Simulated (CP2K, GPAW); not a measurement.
A CP2K input for a self-consistent single point of Ba (Im-3m, 1 atom in the cell) (DFT PBEsol, GPW, TZVP-MOLOPT-SR-GTH basis, GTH-PBE potentials (GTH_POTENTIALS)):

```
&GLOBAL
  PROJECT ba
  RUN_TYPE ENERGY_FORCE
  PRINT_LEVEL LOW
&END GLOBAL
&FORCE_EVAL
  METHOD Quickstep
  STRESS_TENSOR ANALYTICAL
  &DFT
    BASIS_SET_FILE_NAME BASIS_MOLOPT_UCL
    POTENTIAL_FILE_NAME GTH_POTENTIALS
    &QS
      METHOD GPW
      EPS_DEFAULT 1E-10
    &END QS
    &MGRID
      CUTOFF 500
      REL_CUTOFF 60
      NGRIDS 5
    &END MGRID
    &SCF
      SCF_GUESS ATOMIC
      EPS_SCF 1E-7
      MAX_SCF 100
      ADDED_MOS 4
      &DIAGONALIZATION
        ALGORITHM STANDARD
      &END DIAGONALIZATION
      &MIXING
        METHOD BROYDEN_MIXING
        ALPHA 0.3
        NBUFFER 8
        BETA 1.5
      &END MIXING
      &SMEAR ON
        METHOD FERMI_DIRAC
        ELECTRONIC_TEMPERATURE [K] 580.23
      &END SMEAR
    &END SCF
    &KPOINTS
      SCHEME MONKHORST-PACK 12 12 12
      GAMMA_CENTERED T
    &END KPOINTS
    &XC
      &XC_FUNCTIONAL
        &PBE
          PARAMETRIZATION PBESOL
        &END PBE
      &END XC_FUNCTIONAL
    &END XC
    &PRINT
      &MO
        EIGENVALUES T
        OCCUPATION_NUMBERS T
        NDIGITS 8
        FILENAME mo
        &EACH
          QS_SCF 0
        &END EACH
        ADD_LAST NUMERIC
      &END MO
      &MULLIKEN OFF
      &END MULLIKEN
    &END PRINT
  &END DFT
  &SUBSYS
    &CELL
      ABC 4.43396200 4.43396145 4.43396217
      ALPHA_BETA_GAMMA 109.47122589 109.47121530 109.47121857
      PERIODIC XYZ
    &END CELL
    &COORD
      SCALED
      Ba       0.00000000     0.00000000     0.00000000
    &END COORD
    &KIND Ba
      BASIS_SET TZVP-MOLOPT-SR-GTH-q10
      POTENTIAL GTH-PBE-q10
    &END KIND
  &END SUBSYS
  &PRINT
    &FORCES ON
    &END FORCES
    &STRESS_TENSOR ON
    &END STRESS_TENSOR
  &END PRINT
&END FORCE_EVAL
```

Problem. Give the GPAW input for the same structure, mesh, smearing and functional.

Solution. This is the input that was run; spellings and numerical settings could be chosen otherwise.

```python
from ase import Atoms
from ase.units import GPa
from gpaw import GPAW, PW, FermiDirac

atoms = Atoms(['Ba'],
              cell=[[-2.559949, 2.559949, 2.559949],
                    [2.559949, -2.559949, 2.559949],
                    [2.559949, 2.559949, -2.559949]],
              positions=[[0.000000, 0.000000, 0.000000]],
              pbc=True)

calc = GPAW(mode=PW(550),
            xc='PBEsol',
            kpts={'size': (12, 12, 12), 'gamma': True},
            occupations=FermiDirac(0.05),
            nbands=-7,
            convergence={'density': 1e-05},
            symmetry={'symmorphic': False, 'tolerance': 0.0005},
            maxiter=120)

atoms.calc = calc

energy = atoms.get_potential_energy()
print('Energy (eV):', round(energy, 6))
forces = atoms.get_forces()
print('Forces (eV/Ang):')
print(forces.round(5))
stress = atoms.get_stress()
print('Stress (GPa, Voigt):', (stress / GPa).round(4))
```

Basis, cutoffs, solver keys and any potentials are the target program's own. This input uses DFT PBEsol, plane waves, GPAW PAW datasets PBEsol (made by gpaw-setup). Both were run: pressure -0.94 GPa in CP2K and -1.04 in GPAW.

On GPAW: the starting cell has typed, rounded lattice constants, without a prior relaxation at this level. Its lattice was rescaled by a random factor within 2.5 % of one.

On CP2K: the starting cell has typed, rounded lattice constants, without a prior relaxation at this level. Its lattice was rescaled by a random factor within 2.5 % of one. Values carry the incompleteness of an atom-centred basis. The potentials were made for another functional than the one used.
